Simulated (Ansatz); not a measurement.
# Input and output of a self-consistent single point for Zr (Im-3m, 1 atom in the cell) (Ansatz)

Level of theory: LDA (PW92), default PAW files made with PBE (plane waves; Ansatz, a quantum-chemistry and plane-wave program).

The input file:

Ansatz 0.2 input:
```yaml
crystal:
  lattice:
    - [-1.79979900, 1.79979900, 1.79979900]
    - [1.79979900, -1.79979900, 1.79979900]
    - [1.79979900, 1.79979900, -1.79979900]
  atoms:
    - { symbol: Zr, position: [0.00000000, 0.00000000, 0.00000000] }
basis:
  ecutwfc: 30.9 Ry
kpoints:
  mp_grid:
    grid: [13, 13, 13]
hamiltonian:
  xc: lda
  pseudopotentials:
    kind: paw
scf:
  occupations:
    method: fermi_dirac
    width: 0.0073 Ry
output:
  forces: true
  eigenvalues: true
  stress: true
```

Output (repeated stretches shortened):

```
WARN ansatz: RAYON_NUM_THREADS=1 ignored (pool sized by the plan → 1); use --threads N
Pseudopotentials: kind: paw
Pseudopotential: Zr, paw, valence charge 12
Crystal: 1 atoms, lattice volume = 23.320 Å³
Basis set: ecut = 420.4159175005146 eV, 459 PW (Γ)
Bands: 10, of which v1, the nominal top of the filled ones, is band 6 counted from 1 (5 counted from 0)
Symmetry: 48 space group operations
Space group: Im-3m (ITA 229), of the structure as read, at distance tolerance 2.9e-5 Å
k-points: 84 of 2197
PAW frozen core: Zr, regenerated for the run's functional, and the local potential with it
Initial density: superposition of atomic densities (neutral atoms: chi_scale 0, normalization atom), corrected by the library's trained network
Initial wavefunctions: pseudopotential atomic-orbital guess
Eigensolver: davidson
Functional: x = slater, c = lda
SCF iter   1: F=—  HF=-4077.387004 eV  |F-HF|=—  |Δ(HF+E_count)|=         —  Δρ=5.53e-3  dr2=4.31e-3  ethr=1.77e-3  ⟨swp⟩=5.0  Hψ=4732  notcnv=0
all-band conjugate gradients solve this SCF's bands
preconditioner: auto → none
SCF iter   2: F=—  HF=-4077.385938 eV  |F-HF|=—  |Δ(HF+E_count)|=   1.07e-3  Δρ=2.51e-3  dr2=5.48e-4  ethr=3.59e-5  ⟨swp⟩=1.0  Hψ=1512  notcnv=0
SCF iter   3: F=—  HF=-4077.385994 eV  |F-HF|=—  |Δ(HF+E_count)|=   5.60e-5  Δρ=5.92e-4  dr2=3.34e-5  ethr=4.57e-6  ⟨swp⟩=1.0  Hψ=840  notcnv=0
SCF iter   4: F=—  HF=-4077.385998 eV  |F-HF|=—  |Δ(HF+E_count)|=   4.25e-6  Δρ=2.56e-5  dr2=6.48e-8  ethr=2.78e-7  ⟨swp⟩=1.0  Hψ=840  notcnv=0
iter 5 did not close the SCF: its close was put off for the readings that it lacked (scf_convergence_deferred on its scf_iter line)
SCF iter   5: F=-4077.385998 eV  HF=-4077.385998 eV  |F-HF|=1.69e-9  |Δ(HF+E_count)|=   3.04e-8  Δρ=6.35e-6  dr2=3.95e-9  ethr=5.40e-10  ⟨swp⟩=2.0  Hψ=1355  notcnv=0
SCF iter   6: F=-4077.385998 eV  HF=-4077.385998 eV  |F-HF|=1.71e-10  |Δ(HF+E_count)|=   1.10e-9  Δρ=2.07e-6  dr2=4.09e-10  ethr=3.29e-11  ⟨swp⟩=2.0  Hψ=2419  notcnv=0
SCF 1 converged in 6 iterations: F = -4077.385998 eV  dr2 = 4.09e-10
SCF converged after 6 iterations
Free energy (F): -4077.385998 eV
Harris-Foulkes:  -4077.385998 eV  (|F-HF|=1.71e-10)
Internal energy: -4077.323877 eV  (E = F + TS)
E sigma→0 (E₀):  -4077.354937 eV
Entropy (-TS):   -0.062122 eV (-62.122 meV/atom)
Fermi energy:    13.417768 eV
--- Per-component energies (eV) ---
  E_band       = -99.086200
  E_kinetic    = 332.894948
  E_local      = -633.126172  (includes V_loc(G=0)·N_el)
  E_nonlocal   = 85.175464
  E_hartree    = 194.918631
  E_xc         = -159.934553
  E_vxc        = -189.917245  (∫ρ·V_xc dr)
  E_paw        = -2849.432141  (= ΣΔE_a)
  E_vpaw       = -83.950653  (= ΣTr[D̂ρ^β])
  E_aug_tail   = 0.000023  (compensation charges beyond the density's cutoff)
  E_ewald      = -1048.190478
  E_core_change = 0.370401  (= ΣΔE_core)
  E_smearing   = -0.062122  (= −TS)
  E_closure    = 0.000000  (closes the sum)
  Σ components = -4077.385998   (vs F -4077.385998, Δ=0.00e0)
--- Forces (eV/Å), atoms counted from 1 ---
  atom   1  Zr     0.00000000     0.00000000     0.00000000
  max |Σ_I F_I| component: 3.85e-32 eV/Å
--- Stress (GPa, compression-positive) ---
       -8.150864       0.000000      -0.000000
        0.000000      -8.150864      -0.000000
       -0.000000      -0.000000      -8.150864
  P = ⅓ Tr σ = -8.1509 GPa (-81.509 kbar)
  The stress holds the Pulay correction. Without it, at fixed plane waves, as pw.x and ABINIT print it: P = -8.1633 GPa
--- Band table (eV; the first three rows and the last of 84) ---
  k-point 0: bands = ["-34.9365", "-12.4922", "-12.4922", "-12.4922", "8.0640", "14.5063", "14.5063", "14.5063", "16.9894", "16.9894"]
  k-point 1: bands = ["-34.9279", "-12.5520", "-12.5105", "-12.4926", "8.2655", "14.3743", "14.4621", "14.7014", "16.7906", "16.9885"]
  k-point 2: bands = ["-34.9040", "-12.7146", "-12.5607", "-12.4938", "8.8279", "14.0356", "14.2578", "15.2742", "16.5004", "17.0064"]
  k-point 83: bands = ["-34.6787", "-13.1629", "-13.1520", "-13.1520", "10.9597", "10.9818", "18.5054", "18.5054", "18.9414", "20.5278"]
```

The run converged in 6 iterations.

The starting cell comes from a database of computed structures (which also holds hypothetical and non-ambient phases and stackings), without a prior relaxation at this level. Its lattice was rescaled by up to half a per cent. With a pressure of about -8 GPa the cell is away from its equilibrium volume at this level. Ansatz's pressure includes its estimate of the finite-basis (Pulay) stress.
